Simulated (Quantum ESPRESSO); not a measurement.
Worked example: self-consistent single point of Sn (I4_1/amd, 2 atoms in the cell) in Quantum ESPRESSO.

Computed with PBE, SSSP 1.1.2 efficiency (PBE) pseudopotentials (plane waves; Quantum ESPRESSO).

The change in words: lattice scaled by 0.98. Reference geometry:
```xyz
2
Lattice="-2.9498 2.9498 1.6046 2.9498 -2.9498 1.6046 2.9498 2.9498 -1.6046" Properties=species:S:1:pos:R:3 pbc="T T T"
Sn     0.0000     2.9498     0.8023
Sn     0.0000     0.0000     0.0000
```

Reference input (self-consistent single point, DFT, PBE, plane waves, SSSP 1.1.2 efficiency (PBE) pseudopotentials): ecutwfc = 40 Ry; ecutrho = 320 Ry; occupations = smearing; smearing = fermi-dirac; degauss = 0.0099958 Ry; potentials = {Sn: Sn_pbe_v1.uspp.F.UPF}; K_POINTS = automatic 9 9 9 0 0 0; conv_thr = 1e-10 Ry; mixing_beta = 0.7. This run's input differs from it in these lines:

```diff
@@ -10,3 +10,3 @@
     ibrav = 0,
-    celldm(1) = 8.4464217898,
+    celldm(1) = 8.2774926565,
     nat = 2,
@@ -26,3 +26,3 @@
 ATOMIC_POSITIONS angstrom
-Sn    0.0000000000    2.9498420000    0.8022890000
+Sn    0.0000000000    2.8908450000    0.7862430000
 Sn    0.0000000000    0.0000000000    0.0000000000
@@ -31,5 +31,5 @@
 CELL_PARAMETERS alat
-  -0.6599710066     0.6599710066     0.3589937894
-   0.6599710066    -0.6599710066     0.3589937894
-   0.6599710066     0.6599710066    -0.3589937894
+  -0.6599710257     0.6599710257     0.3589937193
+   0.6599710257    -0.6599710257     0.3589937193
+   0.6599710257     0.6599710257    -0.3589937193
```

Log, with long lists cut:

```
     Self-consistent Calculation

     iteration #  1     ecut=    40.00 Ry     beta= 0.70

     total energy              =    -325.72580217 Ry
     estimated scf accuracy    <       2.10907190 Ry

     iteration #  2     ecut=    40.00 Ry     beta= 0.70

     total energy              =    -326.43783971 Ry
     estimated scf accuracy    <       0.21281439 Ry

     iteration #  3     ecut=    40.00 Ry     beta= 0.70

     total energy              =    -326.47081565 Ry
     estimated scf accuracy    <       0.00281851 Ry

   [... 3 blocks of this kind left out ...]

     iteration #  7     ecut=    40.00 Ry     beta= 0.70

     total energy              =    -326.47176322 Ry
     estimated scf accuracy    <          1.3E-09 Ry

     iteration #  8     ecut=    40.00 Ry     beta= 0.70
     End of self-consistent calculation

     the Fermi energy is    11.2726 ev

!    total energy              =    -326.47176322 Ry
     estimated scf accuracy    <          3.5E-11 Ry
     smearing contrib. (-TS)   =      -0.00403097 Ry
     internal energy E=F+TS    =    -326.46773224 Ry

     convergence has been achieved in   8 iterations

     Forces acting on atoms (cartesian axes, Ry/au):

     atom    1 type  1   force =     0.00000000   -0.00000000   -0.00000000
     atom    2 type  1   force =     0.00000000    0.00000000    0.00000000

     Total force =     0.000000     Total SCF correction =     0.000000

          total   stress  (Ry/bohr**3)                   (kbar)     P=       46.34
   0.00032879   0.00000000  -0.00000000           48.37        0.00       -0.00
   0.00000000   0.00032879   0.00000000            0.00       48.37        0.00
  -0.00000000   0.00000000   0.00028739           -0.00        0.00       42.28

   JOB DONE.
```

The run converged in 8 iterations. Against the reference run the free energy rises by 27.9 meV/atom and the pressure goes from 1.02 to 4.63 GPa.

The starting cell comes from a database of computed structures (which also holds hypothetical and non-ambient phases and stackings), without a prior relaxation at this level. Its lattice was rescaled by a random factor within 2.5 % of one. For this run, on top of that: lattice scaled by 0.98. With a pressure of about 5 GPa the cell is away from its equilibrium volume at this level.
